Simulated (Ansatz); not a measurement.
Given:

End structure of a constructed model of the (100) surface of bcc Fe, ferromagnetic, a layer of Ge in place of the second plane (bottom of the slab: a bare face, its two planes held):

```yaml
crystal:
  lattice:
    - [2.83070, 0.00000, 0.00000]
    - [0.00000, 2.83070, 0.00000]
    - [0.00000, 0.00000, 23.00000]
  atoms:
    - { symbol: Fe, position: [0.50000, 0.50000, 0.34929] }
    - { symbol: Fe, position: [0.00000, 0.00000, 0.41082] }
    - { symbol: Fe, position: [0.50000, 0.50000, 0.47460] }
    - { symbol: Fe, position: [0.00000, 0.00000, 0.53568] }
    - { symbol: Ge, position: [0.50000, 0.50000, 0.59771] }
    - { symbol: Fe, position: [0.00000, 0.00000, 0.66547] }
```

Slab: 6 atoms, 6.9 Å thick at the start (thin: gaps and levels are the slab's own); k 13x13x1, smearing 0.1 eV, dipole-corrected; 2 atoms held, the rest relaxed; held to the start's symmetry, so lower structures may exist; spin-polarised, ending with about 11.7 μB a cell; orders that need a larger cell were not tried, no spin-orbit, no U. It is one candidate, not shown to be the stable structure of the face.

### Question
Give the work function of the top face at the level PBE run with Ansatz (an electronic-structure program).

### Answer
4.44 eV
